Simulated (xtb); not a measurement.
xtb 6.7.1, GFN2-xTB: Zr(F)3(OH)(OH2) ([OH][Zr](<-[OH2])([F])([F])[F]), 9 atoms. The geometry is a generated start, not checked to be a minimum at this level.

```json
{
  "method": "GFN2-xTB",
  "--acc": "1 (default)",
  "--etemp (K)": "300 (default)",
  "detailed input (--input)": "none: ANC optimiser, Lindh (1995) Hessian, microcycle=20, maxdispl=1.0, hlow=0.01 (default)",
  "basis_functions": "33",
  "valence_electrons": "40"
}
```

```xyz
9

Zr     0.1560     0.3427    -0.3303
F      1.1533    -1.2257    -0.0307
F     -1.5540    -0.0152    -1.0370
F      0.3653     1.6504     0.9764
O      1.1091     1.1079    -1.7366
H      2.0299     1.3856    -1.8169
O     -0.9789    -0.7214     1.3964
H     -1.8201    -1.0004     0.9956
H     -0.4607    -1.5239     1.5831
```

Charge 0 and multiplicity 1 are set for this test and not shown to be the ground state.

The structure is relaxed from this start with --opt LEVEL for the levels crude, sloppy, loose, lax, normal, tight, vtight, extreme, once each. Up to the end of the extreme run atoms move by at most 0.42 Å along an axis.

Task: Choose the cheapest level whose final energy lies within 5 meV of that of extreme.

Result: lax: 20 cycles against 36, ending 1.1 meV above.

| level | cycles | energy above the extreme run (meV) | gradient norm (eV/Å) |
|---|---|---|---|
| crude | 1 | 14 | 0.17 |
| sloppy | 1 | 14 | 0.17 |
| loose | 1 | 14 | 0.17 |
| lax | 20 | 1.1 | 0.084 |
| normal | 22 | 0.82 | 0.012 |
| tight | 29 | 0.037 | 0.039 |
| vtight | 33 | under 0.01 | 0.0033 |
| extreme | 36 | — | 0.0017 |
